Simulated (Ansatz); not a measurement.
# A computed series for SnSe2: response to strain

Base system: SnSe₂ in the CdI2 type structure (space group P-3m1, No. 164; a = 3.826 Å, c = 6.231 Å; layered, stacked along the Cartesian z axis). Axes: x lies along a and z along c of the hexagonal cell.

Strains are applied to the cell and any free atomic positions relax; under biaxial strain the out-of-plane vector relaxes too; under stress the whole cell relaxes.

Method: r2SCAN+rVV10 in Ansatz (plane waves to 500 eV, PAW, spin-orbit coupling left out).

Notes on the quantities. pressure: mean of the normal stresses, compression positive.

```json
[
 {"change": "base", "band gap": "0.94 eV", "pressure": "0.00 GPa", "width of the top valence band": "1.56 eV", "volume per atom": "26.33 Å³", "smallest direct gap": "1.49 eV"},
 {"change": "biaxial strain −1.91 %, plane normal [001], relaxed out of plane", "band gap": "0.85 eV", "pressure": "1.81 GPa", "width of the top valence band": "1.71 eV", "volume per atom": "25.75 Å³", "smallest direct gap": "1.46 eV"},
 {"change": "biaxial strain −1.18 %, plane normal [001], relaxed out of plane", "band gap": "0.91 eV", "pressure": "1.08 GPa", "width of the top valence band": "1.63 eV", "volume per atom": "25.98 Å³", "smallest direct gap": "1.48 eV"},
 {"change": "biaxial strain +1.16 %, plane normal [001], relaxed out of plane", "band gap": "0.85 eV", "pressure": "-0.96 GPa", "width of the top valence band": "1.60 eV", "volume per atom": "26.66 Å³", "smallest direct gap": "1.21 eV"},
 {"change": "isotropic strain −3.35 %", "band gap": "0.78 eV", "pressure": "5.30 GPa", "width of the top valence band": "2.21 eV", "volume per atom": "23.77 Å³", "smallest direct gap": "1.53 eV"},
 {"change": "isotropic strain +2.85 %", "band gap": "0.96 eV", "pressure": "-2.77 GPa", "width of the top valence band": "1.18 eV", "volume per atom": "28.64 Å³", "smallest direct gap": "1.13 eV"},
 {"change": "uniaxial strain ε_xx = +0.75 %", "band gap": "___", "pressure": "___", "width of the top valence band": "–", "volume per atom": "26.53 Å³", "smallest direct gap": "___"},
 {"change": "uniaxial strain ε_zz = −2.70 %", "band gap": "0.79 eV", "pressure": "0.59 GPa", "width of the top valence band": "1.85 eV", "volume per atom": "25.62 Å³", "smallest direct gap": "1.33 eV"},
 {"change": "uniaxial stress, 1 GPa tension along z", "band gap": "0.95 eV", "pressure": "–", "width of the top valence band": "1.32 eV", "volume per atom": "27.65 Å³", "smallest direct gap": "1.42 eV"}
]
```

Problem. What belongs in the blanks?

Solution. 
- uniaxial strain ε_xx = +0.75 %, band gap: 0.89 eV
- uniaxial strain ε_xx = +0.75 %, pressure: -0.38 GPa
- uniaxial strain ε_xx = +0.75 %, smallest direct gap: 1.44 eV

Stability under load was not tested beyond the relaxation.

Ansatz is a first-principles code.
